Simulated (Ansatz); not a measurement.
This Ansatz (a quantum-chemistry and plane-wave program) input is the reference run, AlN in the zinc blende structure (space group F-43m, No. 216), computed with Kohn–Sham DFT with the r2SCAN functional, run in Ansatz with PAW and 500 eV plane waves, no SOC:

Ansatz 0.2 input:
```yaml
crystal:
  lattice:
    - [0, 2.1849100648, 2.1849100648]
    - [2.1849100648, 0, 2.1849100648]
    - [2.1849100648, 2.1849100648, 0]
  atoms:
    - { symbol: N, position: [0.75, 0.75, 0.75] }
    - { symbol: Al, position: [0, 0, 0] }
basis: { ecutwfc: 500, ecutrho_ratio: 4, xc_grid: 4, fft_grid_basis: typed }
kpoints: { mp_grid: { grid: [13, 13, 13] } }
hamiltonian:
  xc: r2scan
  dispersion: none
  pseudopotentials: { kind: paw }
scf: { occupations: { method: fermi_dirac, width: 0.05 }, convergence: { dr2_threshold: 0.0000000002 } }
output: { forces: true, stress: true }
checkpoint: { write: state.ck, write_every: 1000 }
```

Task: Write the input for this change: a free-standing slab of 5 layers (10 atoms, 2 a layer) is cut normal to [110], with 15 Å of vacuum and the in-plane cell held at bulk.

Result: 
Ansatz 0.2 input:
```yaml
crystal:
  lattice:
    - [3.0899294462, 0, 0]
    - [0, 4.3698201296, 0]
    - [0, 0, 21.1798588924]
  atoms:
    - { symbol: N, position: [0.75, 0.5, 0.3541100079] }
    - { symbol: Al, position: [0.25, 0.25, 0.3541100079] }
    - { symbol: N, position: [1.25, 1, 0.427055004] }
    - { symbol: Al, position: [0.75, 0.75, 0.427055004] }
    - { symbol: N, position: [1.75, 1.5, 0.5] }
    - { symbol: Al, position: [1.25, 1.25, 0.5] }
    - { symbol: N, position: [2.25, 2, 0.572944996] }
    - { symbol: Al, position: [1.75, 1.75, 0.572944996] }
    - { symbol: N, position: [2.75, 2.5, 0.6458899921] }
    - { symbol: Al, position: [2.25, 2.25, 0.6458899921] }
basis: { ecutwfc: 500, ecutrho_ratio: 4, xc_grid: 4, fft_grid_basis: typed }
kpoints: { mp_grid: { grid: [11, 8, 1] } }
hamiltonian:
  xc: r2scan
  dispersion: none
  pseudopotentials: { kind: paw }
scf: { occupations: { method: fermi_dirac, width: 0.05 }, convergence: { dr2_threshold: 0.000000001 } }
relax: { f_tol: 0.01, max_steps: 50 }
output: { forces: true, stress: true }
checkpoint: { write: state.ck, write_every: 1000 }
```
This is the input that was run; other choices of cell and start would serve too.

No phonon test of stability was made. This is not the structure that AlN has at room temperature and ambient pressure.
